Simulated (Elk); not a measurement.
Worked example: self-consistent single point of CsLuS2 (P6_3/mmc, 8 atoms in the cell) in Elk.

Method: LDA (PW92), all-electron FP-LAPW, Elk's shipped species files, default APW+lo basis run with Elk.

The change in words: lattice scaled by 0.98. Reference geometry:
```yaml
crystal:
  lattice:
    - [3.98921, 0.00000, 0.00000]
    - [-1.99460, 3.45476, 0.00000]
    - [0.00000, 0.00000, 16.05658]
  atoms:
    - { symbol: Cs, position: [0.33333, 0.66667, 0.25000] }
    - { symbol: Cs, position: [0.66667, 0.33333, 0.75000] }
    - { symbol: Lu, position: [0.00000, 0.00000, 0.50000] }
    - { symbol: Lu, position: [0.00000, 0.00000, 0.00000] }
    - { symbol: S, position: [0.33333, 0.66667, 0.91088] }
    - { symbol: S, position: [0.66667, 0.33333, 0.08912] }
    - { symbol: S, position: [0.66667, 0.33333, 0.41088] }
    - { symbol: S, position: [0.33333, 0.66667, 0.58912] }
```

Reference input (self-consistent single point, DFT, LDA (PW92), all-electron FP-LAPW, Elk's shipped species files, default APW+lo basis): xctype = 3; rgkmax = 7; stype = 0; swidth = 0.0001 Ha; ngridk = 5 5 1; rmtscf = 0.96. This run's input differs from it in these lines:

```diff
@@ -19,5 +19,5 @@
 avec
-    7.5385141343    0.0000000509    0.0000000000
-   -3.7692571112    6.5285447216    0.0000000000
-    0.0000000000    0.0000000000   30.3425386981
+    7.3877441933    0.0000000583    0.0000000000
+   -3.6938721471    6.3979741189    0.0000000000
+    0.0000000000    0.0000000000   29.7356871683
```

Output, abridged:

```
│ Self-consistent loop started │
│ Loop number : 1 │
 total energy                :     -46310.9983374
│ Loop number : 2 │
 total energy                :     -46311.7658275
RMS change in Kohn-Sham potential (target) :   0.1840720474     (  0.1000000000E-05)
Absolute change in total energy (target)   :   0.7674900739     (  0.1000000000E-03)
│ Loop number : 3 │
 total energy                :     -46311.6556793
RMS change in Kohn-Sham potential (target) :   0.1716789940     (  0.1000000000E-05)
Absolute change in total energy (target)   :   0.8172427829E-01 (  0.1000000000E-03)
│ Loop number : 4 │
   [... lines left out ...]
Absolute change in total energy (target)   :   0.4324038506E-02 (  0.1000000000E-03)
│ Loop number : 13 │
 total energy                :     -46305.5836967
RMS change in Kohn-Sham potential (target) :   0.1574586432E-05 (  0.1000000000E-05)
Absolute change in total energy (target)   :   0.1232024086E-02 (  0.1000000000E-03)
│ Loop number : 14 │
 total energy                :     -46305.5833736
RMS change in Kohn-Sham potential (target) :   0.6055755362E-06 (  0.1000000000E-05)
Absolute change in total energy (target)   :   0.1507929846E-04 (  0.1000000000E-03)
Convergence targets achieved

│ Loop number : 15 │

Energies :
 Fermi                       :     0.184606593399
 total energy                :     -46305.5834412

Density of states at Fermi energy :   0.8830116850E-05
 (states/Hartree/unit cell)

Estimated indirect band gap :   0.6863557007E-01
 from k-point      1 to k-point      3
Estimated direct band gap   :   0.9479193769E-01
 at k-point      1

Charges :
 core                        :    204.0000000
 valence                     :    112.0000000
 interstitial                :    14.86109769
 muffin-tins (core leakage)
  species :    1 (Cs)
   atom    1                 :    52.81970835     (  0.2659578792E-04)
   atom    2                 :    52.81970835     (  0.2659578792E-04)
  species :    2 (Lu)
   atom    1                 :    69.12690298     (  0.1499709903E-05)
   [... lines left out ...]
   atom    2                 :    14.31141991     (  0.1295659250E-03)
   atom    3                 :    14.31141991     (  0.1295659250E-03)
   atom    4                 :    14.31141991     (  0.1295659250E-03)
 total in muffin-tins        :    301.1389023
 total calculated charge     :    315.9693024
 total charge                :    316.0000000
 error                       :   0.3069760994E-01

│ Self-consistent loop stopped │
```

The run converged in 15 iterations. The count includes the last loop, which Elk runs after its targets are met. Against the reference run the total energy drops by 14.5 meV/atom and the gap on the mesh goes from 2.004 to 1.868 eV.

The starting cell comes from a database of computed structures (which also holds hypothetical and non-ambient phases and stackings), without a prior relaxation at this level. For this run, on top of that: lattice scaled by 0.98. Spin-orbit coupling is off. Values depend on the basis (sphere radii, cutoffs, local orbitals), which need not be converged.

Cost on one core of a shared machine: roughly 50 s.
